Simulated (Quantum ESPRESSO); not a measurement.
# Quick settings and what they miss: In2Bi (P6/mmm, 3 atoms in the cell)

Self-consistent single point.

```
In2Bi
1.0
    5.57863     0.00000     0.00000
   -2.78931     4.83123     0.00000
    0.00000     0.00000     3.28856
In Bi
2 1
Direct
  0.66667   0.33333   0.50000
  0.33333   0.66667   0.50000
  0.00000   0.00000   0.00000
```

Computed with PBEsol, PseudoDojo standard norm-conserving (PBESOL) pseudopotentials (plane waves; Quantum ESPRESSO).

Base settings: ecutwfc = 70 Ry; occupations = smearing; smearing = cold; degauss = 0.0036749 Ry; potentials = {In: In.upf, Bi: Bi.upf}; K_POINTS = automatic 6 6 8 0 0 0; conv_thr = 1e-11 Ry; mixing_beta = 0.4.

Tight run (finer mesh or higher cutoff; not a proven limit): ecutwfc: 70 Ry → 98 Ry; conv_thr: 1e-11 Ry → 7.3e-11 Ry; K_POINTS: automatic 6 6 8 0 0 0 → automatic 9 9 11 0 0 0. It gave Fermi level (on the code's own zero) 10.09 eV; pressure -2.39 GPa.

Quick runs, as changes from the base:
- A: the base itself
- B: ecutwfc: 70 Ry → 35 Ry; conv_thr: 1e-11 Ry → 7.3e-05 Ry; K_POINTS: automatic 6 6 8 0 0 0 → automatic 8 8 8 0 0 0
- C: ecutwfc: 70 Ry → 42 Ry; conv_thr: 1e-11 Ry → 7.3e-05 Ry; K_POINTS: automatic 6 6 8 0 0 0 → automatic 3 3 3 0 0 0
- D: ecutwfc: 70 Ry → 49 Ry; degauss: 0.0036749 Ry → 0.019992 Ry; K_POINTS: automatic 6 6 8 0 0 0 → automatic 8 8 8 0 0 0
- E: ecutwfc: 70 Ry → 56 Ry; K_POINTS: automatic 6 6 8 0 0 0 → automatic 6 6 6 0 0 0
- F: K_POINTS: automatic 6 6 8 0 0 0 → automatic 4 4 4 1 1 1; potentials: PseudoDojo standard norm-conserving (LDA) [LDA (PW92)]

Energies are extrapolated to zero smearing width, which holds to low order in the width alone (under cold and Methfessel-Paxton smearing the free energy itself is taken).

Dashes: time of B, C, under 30 s; energy of F, another energy zero.

† marks runs with another functional, U, potentials or spin treatment: their distance from the tight run is not a convergence error alone.

The count of work is k-points × plane waves × bands × iterations; it is no time. Core times come from one kind of shared machine and are given to one figure; runs under 30 s give none.

The starting cell comes from a database of computed structures (which also holds hypothetical and non-ambient phases and stackings), without a prior relaxation at this level. Its lattice was rescaled by a random factor within 2.5 % of one.

```tsv
run	energy less tight (meV/atom)	pressure less tight (GPa)	count of work / tight	core time / tight (rough)
A	-0.5	0.19	0.29	0.3
B	11578.3	-263.76	0.074	–
C	2968.4	-94.81	0.012	–
D	563.7	-26.00	0.27	0.2
E	90.0	-4.25	0.17	0.1
F†	–	-1.46	0.10	0.1
```

Among the runs at the tight run's level, the energy misses run from 0.5 to 11578.3 meV/atom.
